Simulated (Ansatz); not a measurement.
## Hf2N2O (C2/m, No. 12, 15 atoms in the cell; start mp-755314)

These are r²SCAN+rVV10 (Ansatz, a first-principles code, PAW) values and carry that method's errors.

Numerical settings: plane-wave cutoff 560 eV, 10×10×4 k mesh (along the axes of the cell as run), Fermi–Dirac smearing 0.01 eV, scalar-relativistic PAW data made under PBE.

Cell (relaxed at this level):

```
CELL_PARAMETERS angstrom
      6.79507    -1.62179     0.00603
      6.79507     1.62179     0.00603
     -1.46468     0.00000     8.00520
ATOMIC_POSITIONS crystal
  Hf 0.03114 0.03114 0.80830
  Hf 0.96886 0.96886 0.19170
  Hf 0.63003 0.63003 0.47465
  Hf 0.36997 0.36997 0.52535
  Hf 0.69483 0.69483 0.13141
  Hf 0.30517 0.30517 0.86859
  N  0.53636 0.53636 0.65659
  N  0.46364 0.46364 0.34341
  N  0.17190 0.17190 0.96344
  N  0.82810 0.82810 0.03656
  N  0.12627 0.12627 0.28492
  N  0.87373 0.87373 0.71508
  O  0.21095 0.21095 0.61714
  O  0.78905 0.78905 0.38286
  O  0.50000 0.50000 0.00000
```

```json
{
  "band_gap": "2.36 eV",
  "smallest_direct_gap_on_the_k_points_sampled": "2.62 eV",
  "direct gap at Γ": "2.74 eV"
}
```

Spin–orbit coupling is not included.

The computed numbers hold no vibrational or temperature effects.

A start named mp-… is a Materials Project structure, which need not be a measured phase.
